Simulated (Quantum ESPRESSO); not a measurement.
Troubleshooting Quantum ESPRESSO: a failed run on Li3Cd (I4/mmm, 4 atoms in the cell). The aim is a self-consistent single point with DFT, LDA (PZ), plane waves, GBRV 1.5 ultrasoft (LDA) pseudopotentials.

Cell that was meant: a = 4.9160 Å, b = 4.9160 Å, c = 4.9160 Å, α = 74.73°, β = 50.83°, γ = 50.83°.

Part of the input:

```fortran
/
&electrons
 conv_thr = 1.0d-10
 electron_maxstep = 5
 mixing_beta = 0.4
/
ATOMIC_SPECIES
```

Log, with long lists cut:

```
     Self-consistent Calculation

     iteration #  1     ecut=    40.00 Ry     beta= 0.40

     negative rho (up, down):  2.014E-02 0.000E+00

     total energy              =    -156.19021699 Ry
     estimated scf accuracy    <       3.67088703 Ry

     iteration #  2     ecut=    40.00 Ry     beta= 0.40

     negative rho (up, down):  2.142E-02 0.000E+00

     total energy              =    -157.45791698 Ry
     estimated scf accuracy    <       0.32176345 Ry

     iteration #  3     ecut=    40.00 Ry     beta= 0.40

     negative rho (up, down):  2.245E-02 0.000E+00

     total energy              =    -157.44009120 Ry
     estimated scf accuracy    <       0.05522006 Ry

     iteration #  4     ecut=    40.00 Ry     beta= 0.40

     negative rho (up, down):  2.190E-02 0.000E+00

     total energy              =    -157.45571120 Ry
     estimated scf accuracy    <       0.03532219 Ry

     iteration #  5     ecut=    40.00 Ry     beta= 0.40

     negative rho (up, down):  2.195E-02 0.000E+00

     total energy              =    -157.46532603 Ry
     estimated scf accuracy    <       0.00041178 Ry
     End of self-consistent calculation

     convergence NOT achieved after   5 iterations: stopping

   JOB DONE.
```

**Question.** What is wrong, and how is it fixed?

**Answer.** The fault is an iteration limit that is too low. The loop is cut before its threshold is met, so whatever is printed at the end is not self-consistent. To fix it, raise the limit, or leave it to the default. The run ended unconverged after 5 iterations.

The sound input it was made from differs as follows (other fixes are possible):
```diff
- electron_maxstep = 5
```

With that input, the run converged in 15 iterations: free energy E − TS -2142.4303 eV; Fermi level (on the code's own zero) 4.41 eV; pressure -1.35 GPa (DFT, LDA (PZ), plane waves, GBRV 1.5 ultrasoft (LDA) pseudopotentials).

On the sound input: the starting cell comes from a database of computed structures (which also holds hypothetical and non-ambient phases and stackings), without a prior relaxation at this level. Its lattice was rescaled by a random factor within 2.5 % of one.
